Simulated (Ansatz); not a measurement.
Cell and atoms of amorphous Hf$_{10}$Si$_{10}$O$_{40}$:

```
CELL_PARAMETERS angstrom
      9.43459     0.00000     0.00000
      0.00000     9.43459     0.00000
      0.00000     0.00000     9.43459
ATOMIC_POSITIONS crystal
  Hf 0.95237 0.70269 0.03730
  Hf 0.93013 0.25486 0.46310
  Hf 0.47087 0.84038 0.96504
  Hf 0.98929 0.56707 0.65939
  Hf 0.28145 0.73465 0.26671
  Hf 0.08940 0.93797 0.55223
  Hf 0.78768 0.28752 0.77269
  Hf 0.25315 0.31579 0.57334
  Hf 0.42022 0.27879 0.96652
  Hf 0.58295 0.21935 0.38432
  Si 0.50526 0.53812 0.48782
  Si 0.76248 0.93671 0.80471
  Si 0.22531 0.59628 0.94675
  Si 0.22413 0.23488 0.27329
  Si 0.22588 0.07266 0.84758
  Si 0.74578 0.92176 0.48210
  Si 0.76246 0.22108 0.11700
  Si 0.01947 0.03882 0.10021
  Si 0.79173 0.60700 0.35367
  Si 0.61608 0.54956 0.79163
  O  0.29539 0.74519 0.89825
  O  0.09440 0.12351 0.23304
  O  0.37931 0.61521 0.40293
  O  0.85403 0.81915 0.89608
  O  0.96087 0.33853 0.66410
  O  0.28304 0.22712 0.77930
  O  0.54116 0.60351 0.64268
  O  0.61745 0.01740 0.41265
  O  0.71150 0.88063 0.64676
  O  0.58512 0.22264 0.12808
  O  0.18843 0.50225 0.62405
  O  0.13664 0.35057 0.37344
  O  0.57859 0.37596 0.82797
  O  0.29368 0.29510 0.13024
  O  0.76431 0.77301 0.39558
  O  0.90206 0.51760 0.45511
  O  0.20167 0.86927 0.39607
  O  0.35607 0.18019 0.37408
  O  0.33147 0.46721 0.92369
  O  0.10885 0.15432 0.54396
  O  0.16895 0.61957 0.11536
  O  0.81825 0.31483 0.98649
  O  0.08727 0.09279 0.95025
  O  0.89213 0.01999 0.46737
  O  0.04709 0.86971 0.12473
  O  0.98769 0.76652 0.61204
  O  0.36302 0.05112 0.95424
  O  0.20802 0.95658 0.72633
  O  0.06048 0.58656 0.87981
  O  0.43867 0.81988 0.16787
  O  0.46102 0.37067 0.51571
  O  0.84104 0.60944 0.18763
  O  0.63767 0.52310 0.37474
  O  0.84617 0.08460 0.77646
  O  0.84825 0.06802 0.10807
  O  0.78676 0.52707 0.76031
  O  0.78936 0.26831 0.28540
  O  0.61996 0.97374 0.89285
  O  0.72091 0.25442 0.55246
  O  0.58214 0.66231 0.91484
```

Methods: PBE, scalar-relativistic without spin-orbit coupling (Ansatz, a quantum-chemistry and plane-wave program); r2SCAN, scalar-relativistic without spin-orbit coupling (Ansatz); HSE06, scalar-relativistic without spin-orbit coupling (Ansatz). Neutral PBE cell, which sets geometry, pressure and energy: sampling: a 2×2×2 Γ-centred mesh; Fermi-Dirac width 0.02 eV; no spin polarisation. Exact exchange is cut at the faces of this 9 Å cell, which leaves hybrid gaps a finite-size error.

It comes from a melt-quench run on a machine-learned potential (CHGNet), relaxed afterwards by DFT. O atoms were pushed apart under 1.9 Å during the dynamics, to hinder bonds among them. The hot cell started wider than the set density and was brought back towards it in steps. It is the lowest in DFT energy of 2 quenches. It is a model cell: composition and starting density were chosen by hand, and all elements were melted together. No dispersion term was used. Its density started from a set value of 5.40 and ended at 5.35 g/cm³. The simulated quench (nominally 91 K/ps over its main leg) is rapid and tends to freeze in more defects than a deposited or slowly cooled glass has. Values belong to this one cell and scatter from quench to quench. The volume was free in the relaxation, at fixed shape.

Question: Give the pressure, the energy against reference phases and the spacing of the highest filled and lowest empty levels.

Answer: 
| Property | Result |
|---|---|
| Pressure on a 2×2×2 Γ-centred mesh | 0.8 kbar |
| Largest force and stress component on that mesh (the relaxation ran on the zone centre alone) | 0.11 eV/Å and 0.8 GPa |
| Energy relative to HfSiO4 (I4_1/amd) (lowest mix at this level among the phases computed, not always the ambient ones) | 0.172 eV/atom |
| Level gap on a 2×2×2 Γ-centred mesh (PBE) | 4.33 eV |
| Level gap at the zone centre (PBE) | 4.38 eV |
| Level gap at the zone centre (r2SCAN) | 4.86 eV |
| Level gap at the zone centre (HSE06) | 6.00 eV |
| Distance between the nearest levels spread over more than a fifth of the atoms or a third of the atoms of their main element (six at least) (PBE, zone centre) | 4.44 eV |

Question: At PBE and the zone centre, how localised are the states just below and above the Fermi level (participation number: the atoms over which a state spreads)?

Answer: The highest filled state is spread over 9.2 atoms' worth, largest on O40, with weights by element (charge in smoothed Voronoi cells) O 0.95, Hf 0.03, Si 0.02. The lowest empty state is spread over 21.3 atoms' worth, largest on Hf7, with weights by element (charge in smoothed Voronoi cells) O 0.52, Hf 0.42, Si 0.06.

At PBE the levels at the filled edge of the gap are localised (band-tail or defect states).

Cut-offs for bonds: Hf-Hf 3.34 Å, Hf-Si 2.89 Å, Hf-O 2.64 Å, Si-Si 2.60 Å, Si-O 1.90 Å, O-O 1.58 Å. Two cations that share two anions don't count as bonded, nor two that share one unless they lie closer than Hf-Hf 3.25 Å, Hf-Si 2.81 Å, Si-Si 2.38 Å.

Added carriers, by PBE, scalar-relativistic without spin-orbit coupling run with Ansatz on the zone centre alone. Charged cells keep the cell fixed and stand in a uniform background, with no image correction, at a width of 0.01 eV; where the count is odd the moment is locked at 1 μB, unless the neutral cell bore moments. Each starts from the undistorted neutral geometry alone. PBE's self-interaction favours spread-out carriers, so it can miss traps that a hybrid finds.

Question: What happens at PBE when the cell takes an extra electron and the atoms relax?

Answer: Relaxation lowers the charged cell by 0.24 eV. The largest moves are O58 0.15 Å, O33 0.15 Å, Hf7 0.14 Å, Hf9 0.11 Å. The level that holds the added charge spreads over 10.5 atoms' worth, most on Hf9 (weight 0.20): a partly localised carrier. No bond crosses its cut-off with a change of over 0.15 Å (metal-metal contacts aside). Made neutral again at that geometry, the cell lies +0.46 eV from the neutral start.

Question: What happens at PBE when the cell takes a hole and the atoms relax?

Answer: Relaxation lowers the charged cell by 0.10 eV. The largest moves are O48 0.15 Å, O32 0.13 Å, O38 0.12 Å, Hf8 0.12 Å. The level that was emptied spreads over 4.6 atoms' worth, most on O40 (weight 0.35): a localised (trapped) carrier, which neighbours of that atom can share. Bonds broken: Hf8-O38. Made neutral again at that geometry, the cell lies +0.62 eV from the neutral start.
